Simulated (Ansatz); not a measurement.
Structures of equal composition on the (111) surface of germanium (Ge plane on top): (√3x√3)R30° Ag adatom at H3; (√3x√3)R30° Ag adatom at T4. The slabs share one bottom face, and each structure is named by its start. These are constructed structures in small cells; real faces may alloy, dewet or reconstruct in larger ones, and not all known structures of the face are among them. Slabs of about 13 Å, Fermi-Dirac smearing of 0.025 eV. Bottom of the slabs: H caps. Relaxed from the named starts with such symmetry as they have, on meshes of like density; energies extrapolated to zero smearing; spin only where a row says so; no spin-orbit coupling, no U. Brackets mark spin-polarised runs, whose order is one that fits the cell. Where a second, spin-polarised start was run, the lower counts.

All values below come from r2SCAN, at the PBE geometry (plane waves to 500 eV, PAW; Ansatz, a program for electronic structure).

Problem. Rank these by energy per 1x1 cell (lowest first), as r2SCAN, at the PBE geometry gives it.

Solution. (√3x√3)R30° Ag adatom at H3 (0.000 eV, no gap on the mesh), (√3x√3)R30° Ag adatom at T4 (0.056 eV, no gap on the mesh)
